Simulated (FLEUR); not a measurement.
Input and output of a self-consistent single point for SrFe₂As₂ (P1, 5 atoms in the cell) (FLEUR).

Method of the run: PBEsol, all-electron FLAPW (FLEUR), scalar-relativistic valence run with FLEUR.

The change in words: atoms moved at random. Reference geometry:
```
Sr(FeAs)2
1.0
   -1.96205     1.96205     5.83556
    1.96205    -1.96205     5.83556
    1.96205     1.96205    -5.83556
Sr Fe As
1 2 2
Cartesian
  0.00000   0.00000   0.00000
  1.96205   0.00000   2.91778
  0.00000   1.96205   2.91778
  0.00000   0.00000   7.57456
  0.00000   0.00000   4.09657
```

Reference input (self-consistent single point, DFT, PBEsol, all-electron FLAPW (FLEUR), scalar-relativistic valence): Kmax = 4 1/bohr; GmaxXC = 12 1/bohr; xcFunctional = PBEs; jspins = 1; l_soc = F; mode = gauss; fermiSmearingEnergy = 0.00734986 Htr; mesh (inpgen div1-3) = 6 6 6; inpgen gamma flag = true; Gmax = 12 1/bohr; numbands = 0; maxIterBroyd = 15. This run's input differs from it in these lines:

```diff
@@ -10,7 +10,7 @@
 5
-38 0.0000000000 0.0000000000 0.0000000000
-26 0.2500000000 0.7500000000 0.5000000000
-26 0.7500000000 0.2500000000 0.5000000000
-33 0.6490000000 0.6490000000 0.0000000000
-33 0.3510000000 0.3510000000 0.0000000000
+38 0.0010360000 -0.0127900000 -0.0093760000
+26 0.2575720000 0.7435980000 0.4987330000
+26 0.7479080000 0.2674720000 0.5077510000
+33 0.6498480000 0.6369310000 -0.0026300000
+33 0.3436360000 0.3647880000 0.0055210000
 
@@ -93,3 +93,3 @@
       <atomGroup species="Strontium (Sr)">
-         <relPos label="                   1">.0000000000 .0000000000 .0000000000</relPos>
+         <relPos label="                   1">.0010360000 -.0127900000 -.0093760000</relPos>
          <force calculate="T" relaxXYZ="TTT"/>
@@ -97,4 +97,7 @@
       <atomGroup species="Iron (Fe)">
-         <relPos label="                   2">1.000/4.000 -1.000/4.000 1.000/2.000</relPos>
-         <relPos label="                   3">-1.000/4.000 1.000/4.000 1.000/2.000</relPos>
+         <relPos label="                   2">.2575720000 -.2564020000 .4987330000</relPos>
+         <force calculate="T" relaxXYZ="TTT"/>
+      </atomGroup>
+      <atomGroup species="Iron (Fe)">
+         <relPos label="                   3">-.2520920000 .2674720000 -.4922490000</relPos>
          <force calculate="T" relaxXYZ="TTT"/>
@@ -102,4 +105,7 @@
       <atomGroup species="Arsenic (As)">
-         <relPos label="                   4">-.3510000000 -.3510000000 .0000000000</relPos>
-         <relPos label="                   5">.3510000000 .3510000000 .0000000000</relPos>
+         <relPos label="                   4">-.3501520000 -.3630690000 -.0026300000</relPos>
+         <force calculate="T" relaxXYZ="TTT"/>
+      </atomGroup>
+      <atomGroup species="Arsenic (As)">
+         <relPos label="                   5">.3436360000 .3647880000 .0055210000</relPos>
          <force calculate="T" relaxXYZ="TTT"/>
```

The program printed (abridged):

```
 Iteration:     1   Distance:      21.70758039 me/bohr^3
 Iteration:     2   Distance:      11.50633365 me/bohr^3
 Iteration:     3   Distance:       8.22037618 me/bohr^3
 Iteration:     4   Distance:       6.02001419 me/bohr^3
 Iteration:     5   Distance:       2.92892126 me/bohr^3
   [... 16 lines left out ...]
 Iteration:    22   Distance:       0.00016903 me/bohr^3
 Iteration:    23   Distance:       0.00007755 me/bohr^3
 Iteration:    24   Distance:       0.00002320 me/bohr^3
 Iteration:    25   Distance:       0.00000752 me/bohr^3
 Reset of history
 Run finished successfully
 Stop message:
   Structural relaxation: new displacements generated

[file out, last iteration]
             iter=     26
[...]
          total density-effective poten   -1.6407369203E+04
          total charge density-energy d   -3.7749711869E+02
 Updated energy parameters for spin:           1
[...]
 fermi energy and band-weighting factors:

[...]
FERMIE:
          first approx. to ef    (T=0)  :   0.337779 htr   (energy of the highest occ. eigenvalue)
          number of occ. states  (T=0)  :       4033
          first approx. to seigv (T=0)  : -47.685202 htr
          sum of weights of occ. states :  36.004630
          sum of semicore charge        :   0.000000 e
          fermi energy=   0.33894 har   work function=  -9.22300 ev
          number of valence electrons=  72.00000
   [... lines left out ...]
     k-point=   44
     k-point=   45
     k-point=   46
     k-point=   47
     k-point=   48
     k-point=   49
     k-point=   50
     k-point=   51
     k-point=   52
     k-point=   53
     k-point=   54
     k-point=   55
     k-point=   56
     k-point=   57
     k-point=   58
     k-point=   59
     k-point=   60
     k-point=   61
     k-point=   62
     k-point=   63
     k-point=   64
     k-point=   65
     k-point=   66
```

The run converged in 25 iterations. FLEUR gives forces in its relaxation mode, with a further iteration, so its stop message speaks of a relaxation. Against the reference run the total energy goes up by 22.7 meV/atom.

The starting cell comes from a database of computed structures (which also holds hypothetical and non-ambient phases and stackings), without a prior relaxation at this level. For this run, on top of that: atoms moved at random. Spin polarisation is off, so a magnetic state, if there is one, cannot be reached. Values depend on the basis (sphere radii, cutoffs, local orbitals), which need not be converged.

Cost on one core of a shared machine: roughly 20 min.
